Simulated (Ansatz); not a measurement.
The parent structure is Ag$_{2}$O (space group Pn-3m, No. 224; a = 4.812 Å).

The values are results of PBE (Ansatz, an electronic-structure program, PAW, no SOC), not measurements.

For the base:

The band gap comes out as zero and the volume per atom is 18.58 Å³.

The change: cell and atoms relaxed at a pressure of 22.5 GPa.

What happens to the band gap, volume per atom, electron mass and hole mass?

The band gap changes from zero to 0.29 eV; the volume per atom drops by 3.273 Å³ (18.58 Å³ → 15.30 Å³); the electron mass is 0.64 mₑ (at Γ); the hole mass (degenerate bands, along [100]) comes out as 0.11, 1.8, 1.8 mₑ (at Γ).

Load acts through the strain it causes; cell and atoms are relaxed under it. Masses are band curvatures over ±0.01 Å⁻¹ around the edge. Whether these cells are dynamically stable was not tested. Competing high-pressure phases were not computed. No Hubbard U is applied, and correlation can decide whether such a compound is a metal. All final runs are without spin polarisation. A zero or small gap of Ag2O can be the functional's error rather than a property of the material.
